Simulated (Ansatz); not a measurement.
Take NiO in the rock salt structure (space group Fm-3m, No. 225; ferromagnetic) as the base.

```xyz
2
Lattice="0.0000 2.0943 2.0943 2.0943 0.0000 2.0943 2.0943 2.0943 0.0000" Properties=species:S:1:pos:R:3 pbc="T T T"
O      0.0000     0.0000     0.0000
Ni     2.0943     2.0943     2.0943
```

Cartesian axes are those of the cell as printed.

Computed with Kohn–Sham DFT with the r2SCAN functional, run in Ansatz (an electronic-structure program) with PAW and 500 eV plane waves, no spin-orbit coupling.

One thing is altered: an isotropic linear strain of −2.11 %; the atoms relax in the strained cell.

Question: Predict the stress tensor and what it implies for the stiffness.

Answer: Stress of the strained cell less that of the base (GPa, compression positive):
```
   15.9     0.0     0.0
    0.0    15.9     0.0
    0.0     0.0    15.9
```

Then B = −ΔP/(ΔV/V₀) with ΔV/V₀ = -0.0620 gives secant stiffness values (nonlinear terms included at this strain): B ≈ 256 GPa.

As a check, the harmonic strain energy −½ V₀ Δσ:ε is 29 meV/atom; the computed energy rise is 27 meV/atom.

No phonon test of stability was made. No Hubbard U is applied and the magnetic state is the run's own (NiO ferromagnetic); small cells can't hold the antiferromagnetic order that many such compounds have, so gaps and moments can be off. In its common phase, real NiO is an antiferromagnetic insulator at low temperature.
